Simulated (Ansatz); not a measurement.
Input and output of a self-consistent single point for NiTe2 (P3m1, 3 atoms in the cell) (Ansatz, a first-principles code).

Method of the run: PBEsol, default PAW files made with PBE (plane waves; Ansatz).

```
CELL_PARAMETERS angstrom
      3.88675     0.00000     0.00000
     -1.94337     3.36602     0.00000
      0.00000     0.00000     5.38866
ATOMIC_POSITIONS crystal
  Ni 0.00000 0.00000 0.00928
  Te 0.33333 0.66667 0.24192
  Te 0.66667 0.33333 0.75808
```

Reference input (self-consistent single point, DFT, PBEsol, plane waves, default PAW files made with PBE): basis.ecutwfc = 420 eV; kpoints.mp_grid.grid = 10 10 6; hamiltonian.xc = pbesol; hamiltonian.pseudopotentials = {kind: paw} (the program's default PAW files); scf.occupations.method = gaussian; scf.occupations.width = 0.1 eV. This run's input differs from it in these lines:

Ansatz 0.2 input:
```diff
@@ -12,3 +12,3 @@
 kpoints:
-  mp_grid: { grid: [10, 10, 6] }
+  mp_grid: { grid: [16, 16, 10] }
 hamiltonian:
@@ -17,3 +17,3 @@
 scf:
-  occupations: { method: gaussian, width: 0.1 eV }
+  occupations: { method: gaussian, width: 0.5 eV }
 output:
```

Log, with long lists cut:

```
SCF iter   1: F=—  HF=-19608.828771 eV  |F-HF|=—  |Δ(HF+E_count)|=         —  Δρ=1.63e-2  dr2=1.39e-1  ethr=1.77e-3  ⟨swp⟩=5.5  Hψ=32316  notcnv=0
all-band conjugate gradients solve this SCF's bands
preconditioner: auto → LDOS
SCF iter   2: F=—  HF=-19608.831264 eV  |F-HF|=—  |Δ(HF+E_count)|=   2.49e-3  Δρ=1.63e-2  dr2=1.08e-1  ethr=2.79e-4  ⟨swp⟩=2.0  Hψ=12521  notcnv=0
SCF iter   3: F=—  HF=-19608.817108 eV  |F-HF|=—  |Δ(HF+E_count)|=   1.42e-2  Δρ=1.69e-3  dr2=8.83e-4  ethr=2.17e-4  ⟨swp⟩=2.0  Hψ=9330  notcnv=0
SCF iter   4: F=—  HF=-19608.817111 eV  |F-HF|=—  |Δ(HF+E_count)|=   3.64e-6  Δρ=3.79e-4  dr2=8.50e-5  ethr=1.77e-6  ⟨swp⟩=2.0  Hψ=14649  notcnv=0
SCF iter   5: F=—  HF=-19608.817101 eV  |F-HF|=—  |Δ(HF+E_count)|=   1.04e-5  Δρ=8.15e-5  dr2=2.94e-6  ethr=1.70e-7  ⟨swp⟩=2.1  Hψ=13729  notcnv=0
SCF iter   6: F=—  HF=-19608.817102 eV  |F-HF|=—  |Δ(HF+E_count)|=   7.86e-7  Δρ=2.23e-5  dr2=3.97e-7  ethr=5.89e-9  ⟨swp⟩=2.0  Hψ=13819  notcnv=0
SCF iter   7: F=-19608.817102 eV  HF=-19608.817102 eV  |F-HF|=4.29e-8  |Δ(HF+E_count)|=   3.26e-9  Δρ=1.03e-5  dr2=5.90e-8  ethr=2.00e-10  ⟨swp⟩=6.6  Hψ=39397  notcnv=0
SCF 1 converged in 7 iterations: F = -19608.817102 eV  dr2 = 5.90e-8
Free energy (F): -19608.817102 eV
Internal energy: -19608.604786 eV  (E = F + TS)
E sigma→0 (E₀):  -19608.710944 eV
Entropy (-TS):   -0.212315 eV (-70.772 meV/atom)
Fermi energy:    11.600016 eV
--- Forces (eV/Å), atoms counted from 1 ---
  atom   1  Ni    -0.00000000    -0.00000000    -0.33427338
  atom   2  Te     0.00000000     0.00000000     0.08857929
  atom   3  Te     0.00000000    -0.00000000     0.24569299
--- Stress (GPa, compression-positive) ---
       -3.862324       0.000000      -0.000000
        0.000000      -3.862324      -0.000000
       -0.000000      -0.000000      -3.439235
  P = ⅓ Tr σ = -3.7213 GPa (-37.213 kbar)
  The stress holds the Pulay correction. Without it, at fixed plane waves, as pw.x and ABINIT print it: P = -3.7571 GPa
```

The run converged in 7 iterations. Against the reference run the free energy goes down by 35.2 meV/atom, the pressure goes from -3.96 to -3.72 GPa and the largest force goes from 0.350 to 0.334 eV/Å.

The starting cell comes from a database of computed structures (which also holds hypothetical and non-ambient phases and stackings), without a prior relaxation at this level. Its lattice was rescaled by up to half a per cent. One atom was moved a little off its site on purpose. Spin-orbit coupling is off. Spin polarisation is off, so a magnetic state, if there is one, cannot be reached. With a pressure of about -4 GPa the cell is away from its equilibrium volume at this level. Ansatz's pressure includes its estimate of the finite-basis (Pulay) stress.

Cost on one core of a shared machine: roughly 50 s.
